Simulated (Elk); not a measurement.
Input and output of a self-consistent single point for SnTe (I4mm, 2 atoms in the cell) (Elk)

Level of theory: PBEsol, all-electron FP-LAPW, Elk's shipped species files, LAPW+lo basis (Elk).

This input was run:

```
tasks
  0

xctype
  22

rgkmax
  8.0

gmaxvr
  14.0

nxoapwlo
  1

swidth
  0.000367493

maxscl
  100

avec
    0.0000000000    5.9416768810    5.9416768810
    5.9416768810    0.0000000000    5.9416768810
    5.9416768810    5.9416768810    0.0000000000

atoms
  2
  'Sn.in'
  1
  0.0079510000  0.0079510000  -0.0079510000    0.0 0.0 0.0
  'Te.in'
  1
  0.5000000000  0.5000000000  0.5000000000    0.0 0.0 0.0

ngridk
  3 3 3
```

The program printed (abridged):

```
│ Elk code version 10.2.4 │

All units are atomic (Hartree, Bohr, etc.)

│ Ground-state run starting from atomic densities │

Lattice vectors :
   0.000000000       5.941676881       5.941676881
   5.941676881       0.000000000       5.941676881
   5.941676881       5.941676881       0.000000000

Unit cell volume      :    419.5242666
Brillouin zone volume :   0.5912654718

Muffin-tin inner radius fraction :   0.1000000000E-01

Nuclei treated as point charges

Species :    1 (Sn)
 parameters loaded from : Sn.in
 name : tin
 nuclear charge    :   -50.00000000
 electronic charge :    50.00000000
 atomic mass :    216395.0920
 muffin-tin radius :    2.600000000
 number of radial points in muffin-tin :    597
 atomic positions (lattice), magnetic fields (Cartesian) :
   1 :   0.00000000  0.00000000  0.00000000    0.00000000  0.00000000  0.00000000

Species :    2 (Te)
 parameters loaded from : Te.in
 name : tellurium
 nuclear charge    :   -52.00000000
 electronic charge :    52.00000000
 atomic mass :    232600.5707
 muffin-tin radius :    2.600000000
 number of radial points in muffin-tin :    597
 atomic positions (lattice), magnetic fields (Cartesian) :
   1 :   0.49204900  0.49204900  0.50795100    0.00000000  0.00000000  0.00000000

Total number of atoms per unit cell :    2

Spin treatment :
 spin-unpolarised

Number of Bravais lattice symmetries :   48
Number of crystal symmetries         :    8
Crystal has no inversion symmetry
Complex Hermitian eigensolver will be used

k-point grid :      3     3     3
k-point offset :    0.000000000       0.000000000       0.000000000
k-point set is reduced with full crystal symmetry group
Total number of k-points :        9

Muffin-tin radius times maximum |G+k| :    8.000000000
 using average radius
Maximum |G+k| for APW functions       :    3.076923077
Maximum (1/2)|G+k|²                   :    4.733727811
Maximum |G| for potential and density :    14.00000000
 potential will be trimmed for |G| > 2 gkmax
Constant for pseudocharge density :    9
Radial integration step length :    4

G-vector grid sizes :     40    40    40
Number of G-vectors :    19579

Maximum angular momentum used for
 APW functions                      :    8
 outer part of muffin-tin           :    6
 inner part of muffin-tin           :    1

Total nuclear charge    :   -102.0000000
Total core charge       :    66.00000000
Total valence charge    :    36.00000000
Total excess charge     :    0.000000000
Total electronic charge :    102.0000000

Effective Wigner radius, rₛ :   0.9939306928

Number of empty states         :    8
Total number of valence states :   26
Total number of core states    :   66

Total number of local-orbitals :   32

Exchange-correlation functional :     22     0     0
 PBEsol, Phys. Rev. Lett. 100, 136406 (2008)
 gradient requirement :    1
 generalised gradient approximation (GGA)

Smearing type :    3
 Fermi-Dirac
Smearing width :   0.3674930000E-03
Effective electronic temperature (K) :    116.0451112

Mixing type :    3
 Broyden mixing, J. Phys. A: Math. Gen. 17, L317 (1984)

Kohn-Sham potential initialised from atomic data

│ Self-consistent loop started │
│ Loop number : 1 │
 total energy                :     -12978.5912172
│ Loop number : 2 │
 total energy                :     -12978.5553699
RMS change in Kohn-Sham potential (target) :   0.9438391942E-01 (  0.1000000000E-05)
Absolute change in total energy (target)   :   0.3584724223E-01 (  0.1000000000E-03)
│ Loop number : 3 │
 total energy                :     -12978.3386226
RMS change in Kohn-Sham potential (target) :   0.9168515893E-01 (  0.1000000000E-05)
Absolute change in total energy (target)   :   0.2257090883     (  0.1000000000E-03)
│ Loop number : 4 │
 total energy                :     -12975.2408920
RMS change in Kohn-Sham potential (target) :   0.5569438111E-01 (  0.1000000000E-05)
Absolute change in total energy (target)   :    3.154157965     (  0.1000000000E-03)
│ Loop number : 5 │
 total energy                :     -12972.2915022
RMS change in Kohn-Sham potential (target) :   0.2105994312E-01 (  0.1000000000E-05)
Absolute change in total energy (target)   :    3.737929296     (  0.1000000000E-03)
│ Loop number : 6 │
 total energy                :     -12970.9760632
RMS change in Kohn-Sham potential (target) :   0.5622858411E-02 (  0.1000000000E-05)
Absolute change in total energy (target)   :    2.249921302     (  0.1000000000E-03)
│ Loop number : 7 │
 total energy                :     -12970.4927846
RMS change in Kohn-Sham potential (target) :   0.5833727802E-04 (  0.1000000000E-05)
Absolute change in total energy (target)   :    1.045758889     (  0.1000000000E-03)
│ Loop number : 8 │
 total energy                :     -12970.4907417
RMS change in Kohn-Sham potential (target) :   0.3616536284E-04 (  0.1000000000E-05)
Absolute change in total energy (target)   :   0.2634826359     (  0.1000000000E-03)
│ Loop number : 9 │
 total energy                :     -12970.4884872
RMS change in Kohn-Sham potential (target) :   0.2607208610E-04 (  0.1000000000E-05)
Absolute change in total energy (target)   :   0.6812517032E-01 (  0.1000000000E-03)
│ Loop number : 10 │
 total energy                :     -12970.4884169
RMS change in Kohn-Sham potential (target) :   0.1340856625E-04 (  0.1000000000E-05)
Absolute change in total energy (target)   :   0.1710155950E-01 (  0.1000000000E-03)
│ Loop number : 11 │
 total energy                :     -12970.4873546
RMS change in Kohn-Sham potential (target) :   0.1795599944E-05 (  0.1000000000E-05)
Absolute change in total energy (target)   :   0.5337670575E-02 (  0.1000000000E-03)
│ Loop number : 12 │
 total energy                :     -12970.4873200
RMS change in Kohn-Sham potential (target) :   0.6539669056E-06 (  0.1000000000E-05)
Absolute change in total energy (target)   :   0.1369048581E-02 (  0.1000000000E-03)
│ Loop number : 13 │
 total energy                :     -12970.4873262
RMS change in Kohn-Sham potential (target) :   0.3221149252E-06 (  0.1000000000E-05)
Absolute change in total energy (target)   :   0.3360240007E-03 (  0.1000000000E-03)
│ Loop number : 14 │
 total energy                :     -12970.4873249
RMS change in Kohn-Sham potential (target) :   0.5753335921E-07 (  0.1000000000E-05)
Absolute change in total energy (target)   :   0.8538545444E-04 (  0.1000000000E-03)
Convergence targets achieved

│ Loop number : 15 │

Energies :
 Fermi                       :     0.212480590494
 sum of eigenvalues          :     -7857.21700811
 electron kinetic            :      13685.2554142
 core electron kinetic       :      13280.3712099
 Coulomb                     :     -26319.8390706
 Coulomb potential           :     -21100.9366552
 nuclear-nuclear             :     -1051.61497039
 electron-nuclear            :     -29435.5115452
 Hartree                     :      4167.28744496
 Madelung                    :     -15769.3707430
 xc potential                :     -441.535767039
 exchange                    :     -329.719324622
 correlation                 :     -6.18434740680
 electron entropic           :    -0.864120858776E-12
 total energy                :     -12970.4873285

Density of states at Fermi energy :   0.2722512753E-06
 (states/Hartree/unit cell)

Estimated indirect band gap :   0.5695200701E-01
 from k-point      2 to k-point      2
Estimated direct band gap   :   0.5695200701E-01
 at k-point      2

Charges :
 core                        :    66.00000000
 valence                     :    36.00000000
 interstitial                :    4.070901082
 muffin-tins (core leakage)
  species :    1 (Sn)
   atom    1                 :    47.98747425     (  0.6671588172E-04)
  species :    2 (Te)
   atom    1                 :    49.94162466     (  0.4038346406E-03)
 total in muffin-tins        :    97.92909892
 total calculated charge     :    101.9936738
 total charge                :    102.0000000
 error                       :   0.6326184011E-02

│ Self-consistent loop stopped │
```

The run converged in 15 iterations. The count includes the last loop, which Elk runs after its targets are met.

The starting cell has typed, rounded lattice constants, without a prior relaxation at this level. Its lattice was rescaled by up to half a per cent. One atom was moved a little off its site on purpose. Spin-orbit coupling is off. Values depend on the basis (sphere radii, cutoffs, local orbitals), which need not be converged. Another mesh or the band path of this cell gives a smaller gap, so this value is not converged in the mesh.
